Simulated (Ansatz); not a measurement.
This Ansatz (a first-principles code) input is the reference run, TlBr in the zinc blende structure (space group F-43m, No. 216; a hypothetical phase, not in the database extracts checked), computed with PBEsol (Ansatz), scalar-relativistic without spin-orbit coupling:

Ansatz 0.2 input:
```yaml
crystal:
  lattice:
    - [0, 3.6553653091, 3.6553653091]
    - [3.6553653091, 0, 3.6553653091]
    - [3.6553653091, 3.6553653091, 0]
  atoms:
    - { symbol: Br, position: [0.75, 0.75, 0.75] }
    - { symbol: Tl, position: [0, 0, 0] }
basis: { ecutwfc: 420, ecutrho_ratio: 4, xc_grid: 2, fft_grid_basis: typed }
kpoints: { mp_grid: { grid: [8, 8, 8] } }
hamiltonian:
  xc: pbesol
  dispersion: none
  pseudopotentials: { kind: paw }
scf: { occupations: { method: fermi_dirac, width: 0.05 }, convergence: { dr2_threshold: 0.0000000002 } }
output: { forces: true, stress: true }
checkpoint: { write: state.ck, write_every: 1000 }
```

**Question.** Write the input for this change: a free-standing slab of 6 layers (12 atoms, 2 a layer) is cut normal to [110], with 15 Å of vacuum and the in-plane cell held at bulk.

**Answer.** 
Ansatz 0.2 input:
```yaml
crystal:
  lattice:
    - [5.1694671956, 0, 0]
    - [0, 7.3107306182, 0]
    - [0, 0, 27.9236679889]
  atoms:
    - { symbol: Br, position: [0.75, 0.5, 0.2685893559] }
    - { symbol: Tl, position: [0.25, 0.25, 0.2685893559] }
    - { symbol: Br, position: [1.25, 1, 0.3611536136] }
    - { symbol: Tl, position: [0.75, 0.75, 0.3611536136] }
    - { symbol: Br, position: [1.75, 1.5, 0.4537178712] }
    - { symbol: Tl, position: [1.25, 1.25, 0.4537178712] }
    - { symbol: Br, position: [2.25, 2, 0.5462821288] }
    - { symbol: Tl, position: [1.75, 1.75, 0.5462821288] }
    - { symbol: Br, position: [2.75, 2.5, 0.6388463864] }
    - { symbol: Tl, position: [2.25, 2.25, 0.6388463864] }
    - { symbol: Br, position: [3.25, 3, 0.7314106441] }
    - { symbol: Tl, position: [2.75, 2.75, 0.7314106441] }
basis: { ecutwfc: 420, ecutrho_ratio: 4, xc_grid: 2, fft_grid_basis: typed }
kpoints: { mp_grid: { grid: [7, 5, 1] } }
hamiltonian:
  xc: pbesol
  dispersion: none
  pseudopotentials: { kind: paw }
scf: { occupations: { method: fermi_dirac, width: 0.05 }, convergence: { dr2_threshold: 0.0000000012 } }
relax: { f_tol: 0.01, max_steps: 50 }
output: { forces: true, stress: true }
checkpoint: { write: state.ck, write_every: 1000 }
```
This is the input that was run; other choices of cell and start would serve too.

Whether these cells are dynamically stable was not tested.
